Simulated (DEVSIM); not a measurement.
Structure: Pt/AlN/p-In0.53Ga0.47As capacitor, at 250 K.

```csv
layer (left to right),material,thickness (nm),Na (cm⁻³)
1,AlN,14.0,-
2,In0.53Ga0.47As,6700,7.2e15
```

Metal gate on the left, work function 5.6 eV. Fixed charge at the semiconductor interface 0 cm⁻² (in units of +e); interface traps 2.4e11 cm⁻² eV⁻¹, uniform in energy, neutral level at 0.5 of the gap above the valence band.

Constants are typed, rounded textbook-type inputs, not results; the design itself was drawn at random and stands for no fabricated device. Values at 300 K; Nc and Nv go as T^1.5, mobilities as T to minus their exponent, the gap by Varshni's rule with the affinity fixed.

```csv
parameter,AlN,In0.53Ga0.47As
gap (eV),6.1,0.74
affinity (eV),1.9,4.51
permittivity,8.5,13.9
Nc (cm⁻³),-,2.1e17
Nv (cm⁻³),-,7.7e18
Varshni α (eV/K),-,0.00035
Varshni β (K),-,190
```

DEVSIM, 1D Poisson equation in equilibrium, Boltzmann statistics, complete ionisation; no quantum confinement or tunnelling. Metal contacts follow the ideal Schottky-Mott rule: no Fermi-level pinning, no interface dipoles.

The AlN thickness was swept, all else fixed.

| AlN thickness (μm) | threshold voltage (band bending 2φF) (V) | capacitance of the dielectric stack (μF/cm²) | minimum of the low-frequency capacitance (μF/cm²) |
|---|---|---|---|
| 0.0056 | 1.06 | 1.34 | 0.0755 |
| 0.0077 | 1.08 | 0.977 | 0.0736 |
| 0.0098 | 1.09 | 0.768 | 0.0720 |
| 0.012 | 1.10 | 0.627 | 0.0707 |
| 0.014 | 1.12 | 0.538 | 0.0696 |
| 0.017 | 1.14 | 0.443 | 0.0674 |

From the first row to the last the threshold voltage (band bending 2φF) goes from 1.06 to 1.14. From the first row to the last the capacitance of the dielectric stack goes from 1.34 to 0.443.
